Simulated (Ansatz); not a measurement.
Surface energy of faces of beta tin in PBE and in LDA, in Ansatz (plane waves, PAW). Symmetric slabs relaxed with PBE from ideal cuts in 1x1 cells (the lowest computed cut and spin start of each face; real faces may reconstruct in larger cells); LDA values are single points on them, with the bulk at the same level. No spin-orbit coupling, no U.

```csv
face,PBE (J/m²),LDA (J/m²)
(100),0.42,0.59
(101),0.38,0.50
(110),0.51,0.75
(210),0.39,0.57
(211),0.39,0.58
(301),0.38,0.48
(310),0.37,0.55
(320),0.41,0.61
(321),0.42,?
```

### Question
Fit a straight line y = a·x + b by least squares to the 8 complete rows (x: PBE (J/m²); y: LDA (J/m²)).

### Answer
the means are x̄ = 0.4062 and ȳ = 0.5787; Σ(x − x̄)² = 0.014187 and Σ(x − x̄)(y − ȳ) = 0.023863, so a = 1.682 and b = ȳ − a·x̄ = -0.105. The largest residual is 0.055.

### Question
What does the line predict for the withheld row, (321), and what did the calculation give?

### Answer
the line gives 0.60; the calculation gave 0.61, a miss of 0.01, of the size of the fitted rows' scatter and rounding.

Ansatz is a first-principles code.
